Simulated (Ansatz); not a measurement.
Phonon-limited resistivity of CoSn (P6/mmm) against temperature in μΩ·cm, PBEsol, DFPT electron-phonon coupling, linearised Boltzmann equation run with Ansatz (a first-principles code), harmonic crystal at a fixed cell. x, y and z are the axes of this cell:
```yaml
crystal:
  lattice:
    - [5.22104, 0.00000, 0.00000]
    - [-2.61052, 4.52155, 0.00000]
    - [0.00000, 0.00000, 4.16430]
  atoms:
    - { symbol: Co, position: [0.00000, 0.50000, 0.00000] }
    - { symbol: Co, position: [0.50000, 0.00000, 0.00000] }
    - { symbol: Co, position: [0.50000, 0.50000, 0.00000] }
    - { symbol: Sn, position: [0.66667, 0.33333, 0.50000] }
    - { symbol: Sn, position: [0.33333, 0.66667, 0.50000] }
    - { symbol: Sn, position: [0.00000, 0.00000, 0.00000] }
```

```csv
T,"ρ (x, y)",ρ (z)
50 K,2.3,0.171
77 K,7.3,…
100 K,12.4,…
150 K,…,1.67
200 K,35,2.4
250 K,46,3.1
273 K,50,3.5
300 K,56,3.9
350 K,66,4.6
400 K,76,5.3
```

**Question.** What belongs in the gaps?

**Answer.** 
- 77 K, ρ (z): 0.53
- 100 K, ρ (z): 0.89
- 150 K, ρ (x, y): 24

A metal at this level (no band gap). Only scattering by harmonic phonons is included (no impurities, grain boundaries, electron-electron scattering or thermal expansion). Spin-orbit coupling is left out. The squared frequency of the phonon mode least converged on the k mesh is uncertain by 21 %. The run warned that the eigensolver left some states short of its tolerance. Halving the electron mesh (20x20x20) moves the resistivity by up to 7 %. Smearing 0.20 eV; phonons on a 3x3x4 q mesh, which this run doesn't test and which matters most at low temperature.

Treated as nonmagnetic (a ferromagnetic start lost its moment, other orders weren't tried): CoSn (P6/mmm).
